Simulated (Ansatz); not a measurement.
Take BN in the wurtzite structure (space group P6_3mc, No. 186; a = 2.5232 Å, c = 4.1751 Å) as the base. Axes: x lies along a and z along c of the hexagonal cell.

Calculations: LDA, PAW, 420 eV (Ansatz, a program for electronic structure; spin-orbit coupling left out).

Strains are applied to the cell and any free atomic positions relax.

One change was made to it. Results:

| quantity | base | after |
|---|---|---|
| smallest direct gap | 8.29 eV | 8.25 eV |
| band gap | 4.93 eV | 5.03 eV |
| electron mass | 0.30 mₑ along c, 0.50 mₑ across (at K) | 0.29 mₑ along z, 0.50 mₑ across (at K) |

Q: Which of these changes matches the shifts?
A. uniaxial strain ε_zz = −1.20 %
B. uniaxial strain ε_zz = −0.60 %
C. uniaxial strain ε_zz = −2.40 %

A: C, uniaxial strain ε_zz = −2.40 %. For comparison, the band gap in the other runs: uniaxial strain ε_zz = −1.20 % gives 4.97 eV; uniaxial strain ε_zz = −0.60 % gives 4.95 eV.

Masses are band curvatures over ±0.01 Å⁻¹ around the edge. Whether these cells are dynamically stable was not tested.
